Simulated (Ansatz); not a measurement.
**Pd, response to strain**

The parent structure is Pd in the fcc (Cu type) structure (space group Fm-3m, No. 225; relaxed with 0.1 eV smearing).

```xyz
1
Lattice="0.0000 1.9389 1.9389 1.9389 0.0000 1.9389 1.9389 1.9389 0.0000" Properties=species:S:1:pos:R:3 pbc="T T T"
Pd     0.0000     0.0000     0.0000
```

Cartesian axes are those of the cell as printed.

Strains are applied to the cell and any free atomic positions relax.

The values are results of Ansatz (a program for electronic structure), PBEsol, PAW, cutoff 420 eV, scalar-relativistic without spin-orbit coupling, not measurements.

Notes on the quantities. pressure: mean of the normal stresses, compression positive; energy relative to the base: free energy F.

```json
[
 {"case": "base", "pressure": "0.0 GPa", "energy relative to the base": "0 meV/atom", "shortest interatomic distance": "274.2 pm"},
 {"case": "tensor shear ε_xy = +1.43 %", "pressure": "0.2 GPa", "energy relative to the base": "+3.2 meV/atom", "shortest interatomic distance": "270.3 pm"},
 {"case": "tensor shear ε_xy = +2.00 %", "pressure": "0.3 GPa", "energy relative to the base": "+6.4 meV/atom", "shortest interatomic distance": "268.7 pm"},
 {"case": "tensor shear ε_xy = +0.29 %", "pressure": "0.0 GPa", "energy relative to the base": "+0.1 meV/atom", "shortest interatomic distance": "273.4 pm"},
 {"case": "tensor shear ε_xy = +1.14 %", "pressure": "0.1 GPa", "energy relative to the base": "+2.1 meV/atom", "shortest interatomic distance": "271.1 pm"},
 {"case": "tensor shear ε_xy = +0.86 %", "pressure": "0.1 GPa", "energy relative to the base": "+1.2 meV/atom", "shortest interatomic distance": "271.8 pm"},
 {"case": "tensor shear ε_xy = +0.57 %", "pressure": "0.0 GPa", "energy relative to the base": "+0.5 meV/atom", "shortest interatomic distance": "272.6 pm"},
 {"case": "tensor shear ε_xy = +1.71 %", "pressure": "0.2 GPa", "energy relative to the base": "+4.7 meV/atom", "shortest interatomic distance": "269.5 pm"}
]
```

Stability against distortions was not tested. The final runs are not spin-polarised.
